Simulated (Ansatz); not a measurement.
# MoGe₂ (I4/mmm, No. 139, 3 atoms in the cell; start mp-10201)

Method: LDA in Ansatz (PAW).

Numerical settings: plane-wave cutoff 500 eV, 16×16×16 k mesh, Fermi–Dirac smearing 0.05 eV, no spin polarisation, scalar-relativistic PAW data made under PBE.

Cell (relaxed at this level):

```
MoGe2
1.0
   -1.63778     1.63778     4.06570
    1.63778    -1.63778     4.06570
    1.63778     1.63778    -4.06570
Ge Mo
2 1
Direct
  0.66209   0.66209   0.00000
  0.33791   0.33791   0.00000
  0.00000   0.00000   0.00000
```

```json
{
  "band_gap": "none"
}
```

Note: the relaxation could not lower the start's symmetry, so the cell can be a saddle point above a distorted one.

Spin–orbit coupling is not included.

Static lattice: no zero-point or thermal effects.

A start named mp-… is a Materials Project structure, which need not be a measured phase.

Ansatz is a program for electronic structure.
